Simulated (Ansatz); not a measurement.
**Cu₃Sn (P6₃/mmc, No. 194; cell taken from a computed entry)**

Level of theory: LDA (PAW; Ansatz, a first-principles code).

Numerical settings: plane-wave cutoff 520 eV, 12×12×14 k mesh (along the axes of the cell as run), Fermi–Dirac smearing 0.05 eV, no spin polarisation, scalar-relativistic PAW data made under PBE.

Cell (relaxed at this level):

```xyz
8
Lattice="5.4308 0.0000 0.0000 -2.7154 4.7032 0.0000 0.0000 0.0000 4.1832" Properties=species:S:1:pos:R:3 pbc="T T T"
Cu    -1.4518     3.9737     3.1374
Cu     4.1672     0.7296     1.0458
Cu     1.2636     0.7296     1.0458
Cu     1.4518     3.9737     3.1374
Cu     0.0000     1.4591     3.1374
Cu     2.7154     3.2441     1.0458
Sn     0.0000     3.1355     1.0458
Sn     2.7154     1.5677     3.1374
```

```yaml
band_gap: none
bulk modulus B0: 140 GPa
```

Note: the relaxation could not lower the start's symmetry, so the cell can be a saddle point above a distorted one; the bulk modulus is −V dP/dV from two relaxed cells at ±2 % in volume.

Spin–orbit coupling is not included.

Static lattice: no zero-point or thermal effects.
